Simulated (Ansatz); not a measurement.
Pd, response to strain

Consider Pd in the fcc (Cu type) structure (space group Fm-3m, No. 225; a = 3.841 Å; relaxed with 0.1 eV smearing). Axes: x, y, z lie along the cube axes.

Strains are applied to the cell and any free atomic positions relax; under biaxial strain the out-of-plane vector relaxes too.

All numbers come from Kohn–Sham DFT with the LDA functional, run in Ansatz (a first-principles code) with PAW and 420 eV plane waves, no SOC.

Notes on the quantities. energy relative to the base: free energy F.

| biaxial strain, plane normal [001], relaxed out of plane (%) | energy relative to the base (meV/atom) |
|---|---|
| -3 | 17.2 |
| -2.5 | ? |
| -2 | 7.2 |
| -1.5 | 3.9 |
| -1 | 1.7 |
| -0.5 | 0.4 |
| 0 | 0.0 |

Fit ΔE = Aε² + Bε³ (ε in %) to the rows shown and predict the withheld row.

Least squares on the printed values gives A = 1.57 and B = -0.11 meV/atom (largest residual 0.0 meV/atom); this predicts 11.6 meV/atom, and the run gives 11.6 meV/atom, in agreement.

Whether these cells are dynamically stable was not tested. The final runs are not spin-polarised.
